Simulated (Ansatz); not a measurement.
Base system: TlBr in the CsCl type structure (space group Pm-3m, No. 221; a = 3.8395 Å). Axes: x, y, z lie along the cube axes.

The values are results of plane-wave PAW DFT at the LDA level (Ansatz, a quantum-chemistry and plane-wave program, 420 eV), no SOC, not measurements.

Base values:

The band gap is 1.37 eV and the pressure comes out as -0.01 GPa.

The change: tensile biaxial strain of 1.67 % in the plane normal to [111], as in epitaxy on a mismatched substrate; the out-of-plane cell vector and the atoms relax.

Estimate the effect on the band gap, ratio −ε⊥/ε∥ and pressure.

The band gap grows by 0.04 eV, from 1.37 eV to 1.41 eV; the ratio −ε⊥/ε∥ comes out as 0.84; the pressure (mean of the normal stresses, compression positive) decreases by 0.555 GPa (-0.01 GPa → -0.56 GPa).

Spin-orbit coupling, missing from the scalar runs, can matter with Tl. Semilocal Kohn–Sham gaps tend to fall short of experiment. No phonon test of stability was made.
